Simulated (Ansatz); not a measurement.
Take Si in the diamond structure (space group Fd-3m, No. 227) as the base.

```cif
data_Si2
_chemical_formula_sum 'Si2'
_space_group_name_H-M_alt 'P 1'
_space_group_IT_number 1
_cell_length_a 3.84953
_cell_length_b 3.84953
_cell_length_c 3.84953
_cell_angle_alpha 60.000
_cell_angle_beta 60.000
_cell_angle_gamma 60.000
loop_
_space_group_symop_operation_xyz
  'x, y, z'
loop_
_atom_site_label
_atom_site_type_symbol
_atom_site_fract_x
_atom_site_fract_y
_atom_site_fract_z
_atom_site_occupancy
Si1 Si 0.50000 0.50000 0.50000 1
Si2 Si 0.75000 0.75000 0.75000 1
```

Method: r2SCAN, PAW, 500 eV (Ansatz, a first-principles code; scalar-relativistic without spin-orbit coupling), earlier PAW set.

Before the change:

| Item | Result |
|---|---|
| Gap between the host's bands | 0.77 eV |

Perturbation: 0.0807 electrons added to each cell, a density of 2.0×10^21 cm⁻³, with a uniform compensating background at fixed cell and a 300 K Fermi–Dirac width.

Question: What does the calculation give for the gap between the host's bands after the change?

Answer: The gap between the host's bands decreases by 0.02 eV, from 0.77 eV to 0.75 eV.

Carriers are added with a uniform compensating background; total energy and stress of such cells depend on the potential's zero and are not compared; many-body gap narrowing is missing at this level. Whether these cells are dynamically stable was not tested.
